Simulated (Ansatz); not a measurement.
Start from BP in the zinc blende structure (space group F-43m, No. 216; a = 4.5364 Å).

The values are results of plane-wave PAW DFT at the r2SCAN level (Ansatz, a first-principles code, 500 eV), no spin-orbit coupling, earlier PAW set, not measurements.

One change was made to it. Results:

```tsv
quantity	base	after
band gap	1.41 eV	1.06 eV
smallest direct gap	3.60 eV	4.02 eV
hole mass (degenerate bands, along [100])	0.24, 0.24, 0.32 mₑ (at Γ)	0.22, 0.22, 0.42 mₑ (at Γ)
lattice parameter a	4.536 Å	4.240 Å
```

Task: Name the change that was made.
(A) pressure −1 GPa
(B) pressure 50 GPa
(C) pressure 7 GPa

Result: B, pressure 50 GPa. For comparison, the band gap in the other runs: pressure −1 GPa gives 1.42 eV; pressure 7 GPa gives 1.35 eV.

Load acts through the strain it causes; cell and atoms are relaxed under it. Masses are band curvatures over ±0.01 Å⁻¹ around the edge. Whether these cells are dynamically stable was not tested. Competing high-pressure phases were not computed.
